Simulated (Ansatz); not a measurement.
**MgZrO3 (model structure, started from the LiNbO3 type, R3c, No. 161, 10 atoms in the cell): band gap by level of theory**

No measured value is used here.

```json
[
 {"level (code)": "LDA (Ansatz)", "value (eV)": "4.74"},
 {"level (code)": "PBE (Ansatz)", "value (eV)": "(withheld)"},
 {"level (code)": "r²SCAN (Ansatz)", "value (eV)": "5.38"},
 {"level (code)": "r²SCAN+SOC (Ansatz)", "value (eV)": "5.36"},
 {"level (code)": "HSE06 (Ansatz)", "value (eV)": "6.52"}
]
```

Fill in the missing entries.


- PBE (Ansatz, a quantum-chemistry and plane-wave program), value (eV): 4.83

Computed values are for a static lattice. Levels without +SOC have no spin–orbit coupling; where heavier elements are present it shifts gaps, mostly down, and can invert bands.  Values are at the PBEsol cell. Cutoffs and k meshes differ between the levels. Ansatz's density-functional and Hartree–Fock values are scalar-relativistic unless marked +SOC, with PAW data made under PBE.

A model structure was made by putting elements into a prototype or built by hand; it is no filed structure, need not be a known phase, and can be a saddle point held by its symmetry.
